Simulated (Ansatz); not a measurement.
Take GaN in the zinc blende structure (space group F-43m, No. 216; a = 4.498 Å) as the base.

The values are results of DFT with PBEsol, PAW potentials and a 420 eV plane-wave cutoff in Ansatz (a first-principles code), no SOC, not measurements.

Base values:

| Property | Result |
|---|---|
| Valley order | Γ 1.70 eV; X along ⟨100⟩ 3.22 eV |
| Electron mass | 0.15 mₑ (at Γ) |

Now apply this change: every lattice vector is shortened by 2.00 %; the atoms relax in the strained cell.

**Question.** What happens to the valley order, energy relative to the base, electron mass and mean gap deformation potential ΔEg/Δln V?

**Answer.** The valley order (the lowest conduction-band minima on the path, energy above the VBM, named in the base's zone) changes from Γ 1.70 eV; X along ⟨100⟩ 3.22 eV to Γ 2.09 eV; X along ⟨100⟩ 3.24 eV; the energy rises by 26 meV/atom; the electron mass becomes 0.18 mₑ (at Γ) (base: 0.15 mₑ (at Γ)); the mean gap deformation potential ΔEg/Δln V comes out as -6.3 eV.

Masses are band curvatures over ±0.01 Å⁻¹ around the edge. Whether these cells are dynamically stable was not tested. This is not the structure that GaN has at room temperature and ambient pressure.
